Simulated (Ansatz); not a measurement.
Band structure of La3Ga (Pm-3m, 4 atoms in the cell).

```xyz
4
Lattice="4.9864 0.0000 0.0000 0.0000 4.9864 0.0000 0.0000 0.0000 4.9864" Properties=species:S:1:pos:R:3 pbc="T T T"
La     0.0000     2.4932     2.4932
La     2.4932     0.0000     2.4932
La     2.4932     2.4932     0.0000
Ga     0.0000     0.0000     0.0000
```

Computed with PBEsol, PAW files made with PBE (plane waves; Ansatz, a program for electronic structure).

Settings: basis.ecutwfc = 420 eV; kpoints.mp_grid.grid = 7 7 7; hamiltonian.xc = pbesol; hamiltonian.pseudopotentials = {kind: paw} (an earlier, softer set of the program's PAW files); scf.occupations.method = fermi_dirac; scf.occupations.width = 0.05 eV; kpoints.band_path.npoints = 8.

The starting cell comes from a database of computed structures (which also holds hypothetical and non-ambient phases and stackings), without a prior relaxation at this level. Its lattice was rescaled by a random factor within 2.5 % of one.

Levels in eV from the Fermi level, bands 20 to 27:
| point | 20 | 21 | 22 | 23 | 24 | 25 | 26 | 27 |
|---|---|---|---|---|---|---|---|---|
| Γ | -0.97 | -0.97 | -0.97 | -0.97 | -0.97 | 0.76 | 0.76 | 0.76 |
| X | -1.26 | -0.72 | -0.72 | -0.62 | 0.62 | 0.98 | 1.09 | 1.22 |
| M | -1.26 | -1.26 | -0.05 | -0.05 | 0.27 | 0.75 | 1.05 | 1.05 |
| R | -1.15 | -1.15 | 0.32 | 0.32 | 0.32 | 1.21 | 1.44 | 1.44 |

Bands cross the Fermi level along this path, so the cell is metallic at this level.

Keys are those of Ansatz 0.2.
